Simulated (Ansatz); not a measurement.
System: Al2Cu (I4/mcm, No. 140). Method: PBE0 in Ansatz (PAW).

Settings: plane-wave cutoff 460 eV, 8×8×8 k mesh, Fermi–Dirac smearing 0.05 eV, no spin polarisation, scalar-relativistic PAW data made under PBE.

Computed at the level's own relaxed cell.

**Question.** Give the computed lattice parameter a and c axis length.

**Answer.** 
- lattice parameter a: 6.068 Å
- c axis length: 4.796 Å

Note: the run has no spin polarisation, so it can have missed a magnetic state.

Static lattice: no zero-point or thermal effects.

It cost around 27 core-minutes (rough) of CPU time.

Ansatz is a quantum-chemistry and plane-wave program.
